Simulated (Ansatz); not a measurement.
The parent structure is GaN in the wurtzite structure (space group P6_3mc, No. 186; a = 3.183 Å, c = 5.185 Å).

All numbers come from Ansatz (a first-principles code) PBEsol, without spin-orbit coupling.

One change was made to it. Results:

```tsv
quantity	base	after
c/a ratio	1.629	1.704
band gap	1.88 eV	zero
volume per atom	11.37 Å³	11.48 Å³
```

Q: Which of these changes matches the shifts?
A) Ga → Zn
B) N → C
C) N → P

A: A, Ga → Zn. For comparison, the volume per atom in the other runs: N → C gives 12.45 Å³; N → P gives 20.10 Å³.

Whether these cells are dynamically stable was not tested. As relaxed here, ZnN and GaC are hypothetical phases, not in the database extracts checked. For GaP in this form, whether it has been made was not checked. The final runs are not spin-polarised. This is not the structure that GaP has at room temperature and ambient pressure.
